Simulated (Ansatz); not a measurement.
A calculation on NbAs (I4₁md, No. 109, 4 atoms in the cell; start mp-2059) returned lattice constant a 3.451 Å, lattice parameter c 11.728 Å, equilibrium volume per atom 17.46 Å³/atom.

Q: Which level of theory produced these numbers?
A) r²SCAN-D4 (Ansatz (a quantum-chemistry and plane-wave program))
B) LDA (Ansatz)
C) PBE (Ansatz)
D) PBEsol (Ansatz)

A: A, r²SCAN-D4 (Ansatz)

The others give: LDA 3.418 Å, 11.529 Å, 16.83 Å³/atom; PBEsol 3.439 Å, 11.593 Å, 17.14 Å³/atom; PBE 3.474 Å, 11.749 Å, 17.72 Å³/atom.

Unless a cell is named, each level is at its own relaxed cell (LDA 16.83, PBE 17.72, PBEsol 17.14, r²SCAN-D4 17.46 Å³/atom).

Caveats: the relaxation could not lower the start's symmetry, so the cell can be a saddle point above a distorted one (LDA, PBEsol, PBE, r²SCAN-D4). Ansatz's density-functional and Hartree–Fock values are scalar-relativistic unless marked +SOC, with PAW data made under PBE.

A start named mp-… is a Materials Project structure, which need not be a measured phase.
